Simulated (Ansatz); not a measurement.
A computed series for WP2: response to strain

Start from WP₂ (space group Cmc2_1, No. 36).

```yaml
crystal:
  lattice:
    - [1.57438, -5.56815, 0.00000]
    - [1.57438, 5.56815, 0.00000]
    - [0.00000, 0.00000, 4.95319]
  atoms:
    - { symbol: P, position: [0.07010, 0.92990, 0.38279] }
    - { symbol: P, position: [0.92990, 0.07010, 0.88279] }
    - { symbol: P, position: [0.79695, 0.20305, 0.20057] }
    - { symbol: P, position: [0.20305, 0.79695, 0.70057] }
    - { symbol: W, position: [0.40678, 0.59322, 0.49964] }
    - { symbol: W, position: [0.59322, 0.40678, 0.99964] }
```

Cartesian axes are those of the cell as printed.

Strains are applied to the cell and any free atomic positions relax; under biaxial strain the out-of-plane vector relaxes too.

Method: PBEsol (Ansatz, an electronic-structure program; PAW; 420 eV plane waves; no spin-orbit coupling).

Notes on the quantities. pressure: mean of the normal stresses, compression positive.

```json
[
 {"case": "base", "volume per atom": "14.47 Å³", "pressure": "0.0 GPa"},
 {"case": "biaxial strain −1.15 %, plane normal [001], relaxed out of plane", "volume per atom": "14.27 Å³", "pressure": "___"},
 {"case": "biaxial strain −0.91 %, plane normal [001], relaxed out of plane", "volume per atom": "___", "pressure": "2.6 GPa"},
 {"case": "isotropic strain +1.19 %", "volume per atom": "15.00 Å³", "pressure": "___"},
 {"case": "uniaxial strain ε_zz = −0.48 %", "volume per atom": "14.40 Å³", "pressure": "___"}
]
```

Fill in the withheld entries from the trend.


- biaxial strain −1.15 %, plane normal [001], relaxed out of plane, pressure: 3.3 GPa
- biaxial strain −0.91 %, plane normal [001], relaxed out of plane, volume per atom: 14.31 Å³
- isotropic strain +1.19 %, pressure: -6.7 GPa
- uniaxial strain ε_zz = −0.48 %, pressure: 0.9 GPa

Without a gap, meshes like the base's 15×15×10 leave anisotropic stresses uncertain by several tenths of a GPa, and small strain energies with them. Whether these cells are dynamically stable was not tested. All final runs are without spin polarisation.
